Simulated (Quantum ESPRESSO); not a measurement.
## Short convergence ladders for CuAgO₂ (Cm, 4 atoms in the cell)

```
CELL_PARAMETERS angstrom
      3.29558    -1.41972     0.00000
      3.29558     1.41972     0.00000
     -2.38086     0.00000     5.55598
ATOMIC_POSITIONS crystal
  Cu 0.50325 0.50325 0.50900
  Ag 0.00000 0.00000 0.00000
  O  0.87545 0.87545 0.28377
  O  0.12455 0.12455 0.71623
```

Base method: PBEsol, PSlibrary PAW (PBE) pseudopotentials (plane waves; Quantum ESPRESSO).

Base settings: ecutwfc = 55 Ry; ecutrho = 330 Ry; occupations = smearing; smearing = gaussian; degauss = 0.0073499 Ry; input_dft = pbesol; K_POINTS = automatic 6 6 3 0 0 0; conv_thr = 1e-10 Ry; mixing_beta = 0.3.

The count of work is k-points × plane waves × bands × iterations; it is no time. 

**Shifted k-point meshes**

Only quantities that move along the ladder and can be compared are tabulated.

| K_POINTS | free energy less the last step's (meV/atom) | pressure (GPa) | largest difference of a force vector from the last step's (eV/Å) | count of work / last |
|---|---|---|---|---|
| automatic 2 2 1 1 1 1 | -17.72 | -7.43 | 0.527 | 0.0034 |
| automatic 3 3 2 1 1 1 | -4.36 | -8.38 | 0.097 | 0.011 |
| automatic 5 5 2 1 1 1 | 3.42 | -8.13 | 0.039 | 0.027 |
| automatic 16 16 8 1 1 1 | 0.00 | -8.16 | 0.000 | 1.0 |

Coarsest K_POINTS that holds the free energy within 5 meV/atom: not settled: the last two steps still differ by 3.4 meV/atom, over half the tolerance, so the ladder does not show it.

Coarsest K_POINTS that holds the pressure within 0.2 GPa of the last step, with all finer ones: automatic 5 5 2 1 1 1, at 0.027 of the last step's count of work; the step before is off by 0.22 GPa.

Coarsest K_POINTS that holds the forces within 0.02 eV/Å: not settled: the last two steps still differ by 0.039 eV/Å, over half the tolerance, so the ladder does not show it.

**The k-point mesh at a smearing width of 0.05 eV**

In this ladder: degauss = 0.0036749 Ry.

The second cell is the first with its lattice scaled by 0.98.

Only quantities that move along the ladder and can be compared are tabulated.

| K_POINTS | free energy less the last step's (meV/atom) | energy of the compressed cell less the first (meV/atom) | pressure (GPa) | largest difference of a force vector from the last step's (eV/Å) | count of work / last |
|---|---|---|---|---|---|
| automatic 5 5 2 0 0 0 | 4.95 | -16.84 | -8.10 | 0.036 | 0.088 |
| automatic 7 7 3 0 0 0 | 0.92 | -17.19 | -8.15 | 0.019 | 0.22 |
| automatic 10 10 5 0 0 0 | 1.01 | -17.18 | -8.16 | 0.004 | 0.69 |
| automatic 11 11 6 0 0 0 | 0.00 | -17.29 | -8.18 | 0.000 | 1.0 |

Coarsest K_POINTS that holds the free energy within 2 meV/atom: not settled: the last two steps still differ by 1.0 meV/atom, over half the tolerance, so the ladder does not show it.

Coarsest K_POINTS that holds the pressure within 0.05 GPa of the last step, with all finer ones: automatic 7 7 3 0 0 0, at 0.22 of the last step's count of work; the step before is off by 0.08 GPa.

Coarsest K_POINTS that holds the energy of the compressed cell less the first within 0.2 meV/atom: not settled: the last two steps still differ by 0.11 meV/atom, over half the tolerance, so the ladder does not show it.

**The SCF threshold**

The mesh stays at the base's, so the ladder's end is converged at best in this setting alone.

Only quantities that move along the ladder and can be compared are tabulated.

| conv_thr | free energy less the last step's (meV/atom) | largest difference of a force vector from the last step's (eV/Å) | count of work / last |
|---|---|---|---|
| 0.0073 Ry | 9.00 | 0.372 | 0.30 |
| 7.3e-05 Ry | 0.04 | 0.031 | 0.40 |
| 1e-10 Ry | 0.00 | 0.000 | 0.75 |
| 7.3e-14 Ry | 0.00 | 0.000 | 1.0 |

Coarsest conv_thr that holds the forces within 0.02 eV/Å of the last step, with all finer ones: 1e-10 Ry; the step before is off by 0.031 eV/Å.

Coarsest conv_thr that holds the free energy within 2 meV/atom of the last step, with all finer ones: 7.3e-05 Ry, at 0.40 of the last step's count of work; the step before is off by 9.0 meV/atom.

On the base run: the starting cell comes from a database of computed structures (which also holds hypothetical and non-ambient phases and stackings), without a prior relaxation at this level. Its lattice was rescaled by up to half a per cent. One atom was moved a little off its site on purpose. Spin polarisation is off, so a magnetic state, if there is one, cannot be reached. In the base run, with a pressure of about -8 GPa the cell is away from its equilibrium volume at this level. In the base run, forces exceed 1 eV/Å. The run gives no clean gap (levels at the Fermi energy touch, overlap or are partly filled at this smearing), which alone does not show that the compound is a metal. Without a gap this mesh is coarse (it stands for a supercell whose shortest vector is 17 Å).
